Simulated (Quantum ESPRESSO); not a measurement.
A series of runs on Ca3GeN (Pm-3m, 5 atoms in the cell)

```
CELL_PARAMETERS angstrom
      4.75730     0.00000     0.00000
      0.00000     4.75730     0.00000
      0.00000     0.00000     4.75730
ATOMIC_POSITIONS crystal
  N  0.50000 0.50000 0.50000
  Ge 0.00000 0.00000 0.00000
  Ca 0.00000 0.50000 0.50000
  Ca 0.50000 0.00000 0.50000
  Ca 0.50000 0.50000 0.00000
```

Base run A: PBEsol, GBRV 1.5 ultrasoft (PBESOL) pseudopotentials run with Quantum ESPRESSO, self-consistent single point.

Its settings: ecutwfc = 50 Ry; ecutrho = 250 Ry; occupations = smearing; smearing = cold; degauss = 0.0073499 Ry; potentials = {N: n_pbesol_v1.2.uspp.F.UPF, Ge: ge_pbesol_v1.4.uspp.F.UPF, Ca: ca_pbesol_v1.uspp.F.UPF}; K_POINTS = automatic 5 5 5 0 0 0; conv_thr = 1e-09 Ry; mixing_beta = 0.7.

The starting cell comes from a database of published, mostly measured structures (it also holds non-ambient and calculated ones), without a prior relaxation at this level.

A dash stands where there is no value to compare (another energy zero or no entropy term, no result, no spin, no clean gap, or a mesh too coarse for one). 

Runs:
- B: vdw_corr: default → grimme-d3; dftd3_version: default → 3; dftd3_threebody: default → false [PBEsol-D3(0)]
- C: vdw_corr: default → grimme-d3; dftd3_version: default → 4; dftd3_threebody: default → false [PBEsol-D3(BJ)]
- D: vdw_corr: default → grimme-d3; dftd3_version: default → 4; dftd3_threebody: default → true [PBEsol-D3(BJ) with three-body term]

```csv
run,pressure (GPa),dispersion energy (eV/atom)
A,-0.07,–
B,-1.39,-0.155
C,-2.46,-0.307
D,-2.20,-0.291
```

Run C against A: The pressure goes from -0.07 to -2.46 GPa.

Run B against A: The pressure goes from -0.07 to -1.39 GPa.

Run D against A: The pressure goes from -0.07 to -2.20 GPa.

Left out of this page: 1 run of the series held back from this collection.
